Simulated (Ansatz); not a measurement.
**Worked example: self-consistent single point of YSn3 (P4mm, 4 atoms in the cell) in Ansatz (a program for electronic structure)**

Method of the run: LDA (PW92), default PAW files made with PBE (plane waves; Ansatz).

This input was run:

Ansatz 0.2 input:
```yaml
crystal:
  lattice:
    - [4.71443100, 0.00000000, 0.00000000]
    - [0.00000000, 4.71443100, 0.00000000]
    - [0.00000000, 0.00000000, 4.71443100]
  atoms:
    - { symbol: Y, position: [0.00000000, 0.00000000, 0.01060600] }
    - { symbol: Sn, position: [0.50000000, 0.50000000, 0.00000000] }
    - { symbol: Sn, position: [0.00000000, 0.50000000, 0.50000000] }
    - { symbol: Sn, position: [0.50000000, 0.00000000, 0.50000000] }
basis:
  ecutwfc: 420.0 eV
kpoints:
  mp_grid: { grid: [7, 7, 7] }
hamiltonian:
  xc: lda
  pseudopotentials: { kind: paw }
scf:
  occupations: { method: fermi_dirac, width: 0.1 eV }
output:
  forces: true
  eigenvalues: true
  stress: true
```

Log, with long lists cut:

```
WARN ansatz: RAYON_NUM_THREADS=1 ignored (pool sized by the plan → 1); use --threads N
Pseudopotentials: kind: paw
Pseudopotential: Y, paw, valence charge 11
Pseudopotential: Sn, paw, valence charge 14
Crystal: 4 atoms, lattice volume = 104.782 Å³
Basis set: ecut = 420 eV, 2103 PW (Γ)
Bands: 32, of which v1, the nominal top of the filled ones, is band 27 counted from 1 (26 counted from 0)
Symmetry: 8 space group operations
Space group: P4mm (ITA 99), of the structure as read, at distance tolerance 4.7e-5 Å
k-points: 40 of 343 (time reversal used)
PAW frozen core: Y, regenerated for the run's functional, and the local potential with it
PAW frozen core: Sn, regenerated for the run's functional, and the local potential with it
Initial density: superposition of atomic densities (neutral atoms: chi_scale 0, normalization atom), corrected by the library's trained network
Initial wavefunctions: pseudopotential atomic-orbital guess
Eigensolver: davidson
Functional: x = slater, c = lda
SCF iter   1: F=—  HF=-21386.168313 eV  |F-HF|=—  |Δ(HF+E_count)|=         —  Δρ=7.54e-3  dr2=3.88e-2  ethr=1.77e-3  ⟨swp⟩=6.1  Hψ=5257  notcnv=0
all-band conjugate gradients solve this SCF's bands
preconditioner: auto → Kerker (q_TF=auto, 2.435 Å⁻¹)
SCF iter   2: F=—  HF=-21386.159560 eV  |F-HF|=—  |Δ(HF+E_count)|=   8.75e-3  Δρ=3.79e-3  dr2=1.24e-2  ethr=7.32e-5  ⟨swp⟩=2.2  Hψ=2411  notcnv=0
SCF iter   3: F=—  HF=-21386.155978 eV  |F-HF|=—  |Δ(HF+E_count)|=   3.58e-3  Δρ=5.64e-4  dr2=4.90e-4  ethr=2.33e-5  ⟨swp⟩=2.0  Hψ=1461  notcnv=0
SCF iter   4: F=—  HF=-21386.155852 eV  |F-HF|=—  |Δ(HF+E_count)|=   1.26e-4  Δρ=1.86e-4  dr2=5.17e-5  ethr=9.24e-7  ⟨swp⟩=2.0  Hψ=1557  notcnv=0
SCF iter   5: F=—  HF=-21386.155835 eV  |F-HF|=—  |Δ(HF+E_count)|=   1.76e-5  Δρ=3.07e-5  dr2=9.88e-7  ethr=9.75e-8  ⟨swp⟩=3.0  Hψ=2559  notcnv=0
SCF iter   6: F=-21386.155835 eV  HF=-21386.155835 eV  |F-HF|=1.97e-8  |Δ(HF+E_count)|=   2.99e-8  Δρ=6.12e-6  dr2=6.13e-8  ethr=1.89e-10  ⟨swp⟩=6.8  Hψ=5289  notcnv=0
SCF 1 converged in 6 iterations: F = -21386.155835 eV  dr2 = 6.13e-8
SCF converged after 6 iterations
Free energy (F): -21386.155835 eV
Harris-Foulkes:  -21386.155835 eV  (|F-HF|=1.97e-8)
Internal energy: -21386.100303 eV  (E = F + TS)
E sigma→0 (E₀):  -21386.128069 eV
Entropy (-TS):   -0.055532 eV (-13.883 meV/atom)
Fermi energy:    11.505970 eV
--- Per-component energies (eV) ---
  E_band       = -320.225538
  E_kinetic    = 869.725322
  E_local      = -2994.415711  (includes V_loc(G=0)·N_el)
  E_nonlocal   = -30.729239
  E_hartree    = 1725.692829
  E_xc         = -1310.551406
  E_vxc        = -496.576099  (∫ρ·V_xc dr)
  E_paw        = -14707.398349  (= ΣΔE_a)
  E_vpaw       = -1119.620289  (= ΣTr[D̂ρ^β])
  E_aug_tail   = 0.000000  (compensation charges beyond the density's cutoff)
  E_ewald      = -4940.028031
  E_core_change = 1.604281  (= ΣΔE_core)
  E_smearing   = -0.055532  (= −TS)
  E_closure    = 0.000000  (closes the sum)
  Σ components = -21386.155835   (vs F -21386.155835, Δ=0.00e0)
--- Forces (eV/Å), atoms counted from 1 ---
  atom   1  Y      0.00000000     0.00000000    -0.17887671
  atom   2  Sn    -0.00000000     0.00000000    -0.02615164
  atom   3  Sn     0.00000000     0.00000000     0.10251700
  atom   4  Sn     0.00000000     0.00000000     0.10251700
  max |Σ_I F_I| component: 5.67e-6 eV/Å
--- Stress (GPa, compression-positive) ---
       -4.251905       0.000000       0.000000
        0.000000      -4.251905       0.000000
        0.000000       0.000000      -4.242439
  P = ⅓ Tr σ = -4.2487 GPa (-42.487 kbar)
  The stress holds the Pulay correction. Without it, at fixed plane waves, as pw.x and ABINIT print it: P = -4.2709 GPa
--- Band table (eV; the first three rows and the last of 40) ---
  k-point 0: bands = ["-31.6805", "-11.7196", "-11.7195", "-11.7195", "-9.9500", "-9.9498", "-9.9498", "-9.9479", "-9.8248", "-9.8247", "-9.7847", "-9.7844", "-9.7832", "-9.7832", "-9.7827", "-9.6891", "-9.6890", "-9.6890", "-9.6719", "0.7465", [...]
  k-point 1: bands = ["-31.6804", "-11.7270", "-11.7220", "-11.7220", "-9.9483", "-9.9389", "-9.9372", "-9.9372", "-9.8232", "-9.8178", "-9.7900", "-9.7844", "-9.7843", "-9.7800", "-9.7800", "-9.7021", "-9.7021", "-9.6891", "-9.6779", "0.8920", [...]
  k-point 2: bands = ["-31.6801", "-11.7432", "-11.7275", "-11.7275", "-9.9445", "-9.9150", "-9.9018", "-9.9018", "-9.8202", "-9.8054", "-9.8001", "-9.7880", "-9.7833", "-9.7736", "-9.7736", "-9.7376", "-9.7376", "-9.6944", "-9.6891", "1.3159", [...]
  k-point 39: bands = ["-31.6790", "-11.7406", "-11.7377", "-11.7375", "-9.8964", "-9.8881", "-9.8880", "-9.8585", "-9.8585", "-9.8503", "-9.8503", "-9.8023", "-9.7948", "-9.7947", "-9.7608", "-9.7602", "-9.6956", "-9.6955", "-9.6875", "3.8686", [...]
```

The run converged in 6 iterations.

The starting cell comes from a database of computed structures (which also holds hypothetical and non-ambient phases and stackings), without a prior relaxation at this level. Its lattice was rescaled by up to half a per cent. One atom was moved a little off its site on purpose. With a pressure of about -4 GPa the cell is away from its equilibrium volume at this level. Ansatz's pressure includes its estimate of the finite-basis (Pulay) stress.
